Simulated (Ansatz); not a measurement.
The reference is Si (space group Ia-3, No. 206; a = 6.6016 Å). Axes: x, y, z lie along the cube axes.

The values are results of PBEsol/PAW in Ansatz (a program for electronic structure), scalar-relativistic without spin-orbit coupling, not measurements.

The change: every lattice vector is shortened by 2.30 %, atoms relaxed at fixed cell.

Q: Predict the stress tensor and what it implies for the stiffness.

A: Stress of the strained cell less that of the base (GPa, compression positive):
```
    7.3     0.0     0.0
    0.0     7.3     0.0
    0.0     0.0     7.3
```

Then B = −ΔP/(ΔV/V₀) with ΔV/V₀ = -0.0674 gives secant stiffness values (nonlinear terms included at this strain): B ≈ 109 GPa.

As a check, the harmonic strain energy −½ V₀ Δσ:ε is 28 meV/atom; the computed energy rise is 26 meV/atom.

Stability against distortions was not tested. This is not the structure that Si has at room temperature and ambient pressure.
